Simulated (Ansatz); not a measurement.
# Cu: response to strain

Take Cu in the fcc (Cu type) structure (space group Fm-3m, No. 225; relaxed with 0.1 eV smearing) as the base.

```
Cu
1.0
    0.00000     1.75918     1.75918
    1.75918     0.00000     1.75918
    1.75918     1.75918     0.00000
Cu
1
Cartesian
  0.00000   0.00000   0.00000
```

Cartesian axes are those of the cell as printed.

Strains are applied to the cell and any free atomic positions relax; under biaxial strain the out-of-plane vector relaxes too.

Calculations: LDA/PAW in Ansatz (a program for electronic structure), no spin-orbit coupling.

Notes on the quantities. energy relative to the base: free energy F; pressure: mean of the normal stresses, compression positive.

| variant | ratio −ε⊥/ε∥ | energy relative to the base | pressure |
|---|---|---|---|
| base | – | 0 meV/atom | 0.0 GPa |
| biaxial strain −1.67 %, plane normal [111], relaxed out of plane | 0.75 | +7.2 meV/atom | 4.4 GPa |
| biaxial strain −0.83 %, plane normal [111], relaxed out of plane | 0.75 | +1.7 meV/atom | 2.1 GPa |
| biaxial strain −0.42 %, plane normal [111], relaxed out of plane | – | +0.4 meV/atom | 1.0 GPa |
| biaxial strain +0.42 %, plane normal [111], relaxed out of plane | – | +0.4 meV/atom | -1.0 GPa |
| biaxial strain +0.83 %, plane normal [111], relaxed out of plane | 0.75 | ___ | -1.8 GPa |
| biaxial strain +1.25 %, plane normal [111], relaxed out of plane | 0.75 | ___ | -2.7 GPa |
| biaxial strain +1.67 %, plane normal [111], relaxed out of plane | 0.76 | +6.2 meV/atom | -3.5 GPa |
| biaxial strain +2.08 %, plane normal [111], relaxed out of plane | 0.76 | +9.5 meV/atom | -4.2 GPa |
| biaxial strain +2.50 %, plane normal [111], relaxed out of plane | 0.76 | +13 meV/atom | -4.9 GPa |

Problem. Complete the table.

Solution. 
- biaxial strain +0.83 %, plane normal [111], relaxed out of plane, energy relative to the base: +1.6 meV/atom
- biaxial strain +1.25 %, plane normal [111], relaxed out of plane, energy relative to the base: +3.6 meV/atom

Whether these cells are dynamically stable was not tested. The final runs are not spin-polarised.
